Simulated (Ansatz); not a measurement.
In a free triangular strip chain of Li atoms, spin-degenerate bands cross the Fermi level 2 times between Γ and the zone edge.

Level of theory: PBE (plane waves to 420 eV, PAW; Ansatz, an electronic-structure program). Mesh 1×1×96. No spin polarisation, so a magnetic state wasn't tested. Periodic along z alone, with about 11 Å of vacuum beside it. A hypothetical model. It keeps the symmetry and period of its start, so it need not be a minimum against all distortions. Pairing along the axis, which can open a gap, is among the distortions not tried.

Q: What are the conductance and the two-terminal resistance of a perfect, endless piece?

A: Each crossing on the half of the zone with k > 0 has a partner at −k, so it gives one mode in each direction. Counting spin there are 4 modes, each carrying e²/h = 38.74 μS. G = 4 × 38.74 = 155.0 μS and R = 1/G = 6.45 kΩ, whatever the length. Scattering by phonons, roughness and contacts can only raise R.
